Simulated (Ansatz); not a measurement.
Band structure of SrBi3 (Pm-3m, 4 atoms in the cell).

```
SrBi3
1.0
    5.04969     0.00000     0.00000
    0.00000     5.04969     0.00000
    0.00000     0.00000     5.04969
Sr Bi
1 3
Direct
  0.00000   0.00000   0.00000
  0.50000   0.50000   0.00000
  0.00000   0.50000   0.50000
  0.50000   0.00000   0.50000
```

Level of theory: PBEsol, PAW files made with PBE (plane waves; Ansatz, a quantum-chemistry and plane-wave program).

Settings: kpoints.mp_grid.grid = 5 5 5; hamiltonian.xc = pbesol; hamiltonian.pseudopotentials = {kind: paw} (the program's default PAW files); scf.occupations.method = gaussian; scf.occupations.width = 0.0073 Ry; kpoints.band_path.npoints = 8.

The starting cell comes from a database of computed structures (which also holds hypothetical and non-ambient phases and stackings), without a prior relaxation at this level. Its lattice was rescaled by a random factor within 2.5 % of one. Spin-orbit coupling is off.

Levels in eV from the Fermi level, bands 25 to 32:
```csv
point,25,26,27,28,29,30,31,32
Γ,-3.26,0.51,0.51,0.51,1.52,2.12,2.12,2.80
X,-1.88,-1.59,-0.91,-0.91,-0.42,1.83,1.83,3.02
M,-1.44,-1.44,-0.94,-0.94,-0.81,2.37,2.96,3.35
R,-3.56,-3.56,1.41,3.41,3.41,3.41,3.51,3.51
```

Bands cross the Fermi level along this path, so the cell is metallic at this level.

Keys are those of Ansatz 0.2.
